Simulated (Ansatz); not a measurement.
Results of PBEsol (Ansatz, an electronic-structure program, plane waves, PAW) for Ta2Sn2O7 (Fd-3m, No. 227, 22 atoms in the cell; start mp-3593; idealised structure).

Numerical settings: plane-wave cutoff 520 eV, 6×6×6 k mesh, Fermi–Dirac smearing 0.01 eV, scalar-relativistic PAW data made under PBE.

Cell (relaxed with PBEsol):

```cif
data_O56Sn16Ta16
_chemical_formula_sum 'Ta16 Sn16 O56'
_space_group_name_H-M_alt 'Fd-3m :1'
_space_group_IT_number 227
_space_group_name_Hall 'F 4d 2 3 -1d'
_cell_length_a 10.60059
_cell_length_b 10.60059
_cell_length_c 10.60059
_cell_angle_alpha 90.000
_cell_angle_beta 90.000
_cell_angle_gamma 90.000
loop_
_atom_site_label
_atom_site_type_symbol
_atom_site_symmetry_multiplicity
_atom_site_Wyckoff_symbol
_atom_site_fract_x
_atom_site_fract_y
_atom_site_fract_z
_atom_site_occupancy
Ta1 Ta 16 c 0.12500 0.12500 0.12500 1
Sn1 Sn 16 d 0.62500 0.62500 0.62500 1
O1 O 8 b 0.50000 0.50000 0.50000 1
O2 O 48 f 0.00000 0.00000 0.18803 1
```
(The calculation used a cell of 22 atoms; values per cell refer to that cell.)

**Question.** Give the computed band gap, smallest direct gap on the k points sampled and Γ–Γ gap.

**Answer.** 
* **band gap**: 1.49 eV
* **smallest direct gap on the k points sampled**: 1.61 eV
* **Γ–Γ gap**: 1.72 eV

Spin–orbit coupling is not included.

Computed values are for the static lattice.

It cost around 2.1 core-minutes (rough) of CPU time.

A start named mp-… is a Materials Project structure, which need not be a measured phase.
